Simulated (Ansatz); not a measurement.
## MoS2: response to strain

Base system: MoS2 in the 2H-MoS2 type structure (space group P6_3/mmc, No. 194; layered, stacked along the Cartesian z axis).

```yaml
crystal:
  lattice:
    - [3.14944, 0.00000, 0.00000]
    - [-1.57472, 2.72750, 0.00000]
    - [0.00000, 0.00000, 12.09150]
  atoms:
    - { symbol: Mo, position: [0.33333, 0.66667, 0.25000] }
    - { symbol: Mo, position: [0.66667, 0.33333, 0.75000] }
    - { symbol: S, position: [0.33333, 0.66667, 0.62050] }
    - { symbol: S, position: [0.66667, 0.33333, 0.12050] }
    - { symbol: S, position: [0.66667, 0.33333, 0.37950] }
    - { symbol: S, position: [0.33333, 0.66667, 0.87950] }
```

Cartesian axes are those of the cell as printed.

Strains are applied to the cell and any free atomic positions relax; under biaxial strain the out-of-plane vector relaxes too.

Levels (all Ansatz, a first-principles code, PAW, earlier PAW set): PBE-D3(BJ) (420 eV, no spin-orbit coupling); r2SCAN+rVV10 (500 eV, without spin-orbit coupling).

The base cell above is that of PBE-D3(BJ); each level relaxes its own structures.

| case | out-of-plane strain, PBE-D3(BJ) | out-of-plane strain, r2SCAN+rVV10 |
|---|---|---|
| biaxial strain −1.01 %, plane normal [001], relaxed out of plane | +0.33 % | ___ |
| biaxial strain −0.24 %, plane normal [001], relaxed out of plane | +0.06 % | +0.10 % |
| biaxial strain +0.52 %, plane normal [001], relaxed out of plane | -0.18 % | ___ |

Question: What belongs in the blanks?

Answer: 
- biaxial strain −1.01 %, plane normal [001], relaxed out of plane, out-of-plane strain, r2SCAN+rVV10: +0.43 %
- biaxial strain +0.52 %, plane normal [001], relaxed out of plane, out-of-plane strain, r2SCAN+rVV10: -0.23 %

The two levels differ by at most about 0.11 %. They put the cases in the same order.

No phonon test of stability was made.
